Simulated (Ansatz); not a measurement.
The parent structure is Pb in the fcc (Cu type) structure (space group Fm-3m, No. 225; a = 4.934 Å; relaxed with 0.1 eV smearing).

Calculations: DFT with PBEsol, PAW potentials and a 420 eV plane-wave cutoff in Ansatz (a first-principles code), no spin-orbit coupling.

For the base:

```
Item       Result
--------  -------
Pressure  0.0 GPa
Band gap     zero
```

Now apply this change: the cell is scaled by 0.9950 in all directions; the atoms relax in the strained cell.

Question: How does this affect the energy relative to the base, pressure and band gap?

Answer: The energy goes up by 1.0 meV/atom; the pressure goes from zero to 0.7 GPa; the band gap is still zero.

No phonon test of stability was made.
